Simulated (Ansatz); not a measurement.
Fluorite HfO2 (high-temperature phase) was calculated with PBE+SOC (Ansatz, a quantum-chemistry and plane-wave program, plane waves, PAW).

Run with plane-wave cutoff 520 eV, 8×8×8 k mesh, PAW data made under PBE.

Cell (relaxed at this level):

```xyz
3
Lattice="0.0000 2.5479 2.5479 2.5479 0.0000 2.5479 2.5479 2.5479 0.0000" Properties=species:S:1:pos:R:3 pbc="T T T"
Hf     0.0000     0.0000     0.0000
O      1.2739     1.2739     1.2739
O      3.8218     3.8218     3.8218
```

Question: What does this level give for the elastic constant C12, elastic constant C11, elastic constant C44 and Voigt–Reuss–Hill bulk modulus?

Answer: 
elastic constant C12: 96.1 GPa
elastic constant C11: 547 GPa
elastic constant C44: 64.6 GPa
Voigt–Reuss–Hill bulk modulus: 246 GPa

Note: symmetry holds this phase in the static calculation, where it need not be a minimum; held by symmetry at 0 K, a high-temperature phase can be a saddle point.

Elastic constants are with the ions relaxed.

Static lattice: no zero-point or thermal effects.
